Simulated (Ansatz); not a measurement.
End structure of H2O on the 1x1 (110) surface of bcc Ta, one in a 2x2 cell, started at the site 'bridge Ta-Ta (span 3.3 Å)':

```xyz
19
Lattice="5.7487 0.0000 0.0000 -1.9162 5.4200 0.0000 0.0000 0.0000 26.5000" Properties=species:S:1:pos:R:3 pbc="T T T"
Ta     0.9581     1.3550     9.8356
Ta     0.0000     4.0650     9.8356
Ta     3.8325     1.3550     9.8356
Ta     2.8744     4.0650     9.8356
Ta     0.0000     0.0000    12.0695
Ta    -0.9581     2.7100    12.0695
Ta     2.8744     0.0000    12.0695
Ta     1.9162     2.7100    12.0695
Ta     0.9587     1.3567    14.4469
Ta    -0.0064     4.0711    14.4209
Ta     3.8406     1.3496    14.4176
Ta     2.8726     4.0632    14.4295
Ta    -0.0198    -0.0166    16.8434
Ta    -0.9461     2.6996    16.6405
Ta     2.8837     0.0065    16.6423
Ta     1.9299     2.7305    16.6449
O      0.2414     0.0516    19.1568
H      0.8466     0.8275    19.2151
H      0.8060    -0.7340    19.3303
```

Slab: 19 atoms, 6.8 Å thick at the start under the adsorbate (thin: gaps and levels are the slab's own); k 5x5x1, smearing 0.1 eV, dipole-corrected; single point; no symmetry held, on the structure that PBE left; no spin, no spin-orbit, no U, no dispersion correction. At the end it is bonded to Ta. In PBE it is, or lies within 0.03 eV of, the lowest of the starts that converged; the order may differ at this level.

A negative adsorption energy means that the adsorbate is more stable on the surface than in its reference.

**Question.** Predict the work function of the top face from r2SCAN, at the PBE geometry run with Ansatz (a first-principles code).

**Answer.** 3.68 eV

**Question.** What adsorption energy against H2O(g) at the same level does r2SCAN, at the PBE geometry give?

**Answer.** -0.63 eV

**Question.** What is the computed change of the step from the bottom to the top vacuum level, against the clean slab (r2SCAN, at the PBE geometry)?

**Answer.** -1.17 eV

**Question.** What is the computed change of the work function (r2SCAN, at the PBE geometry)?

**Answer.** -1.20 eV
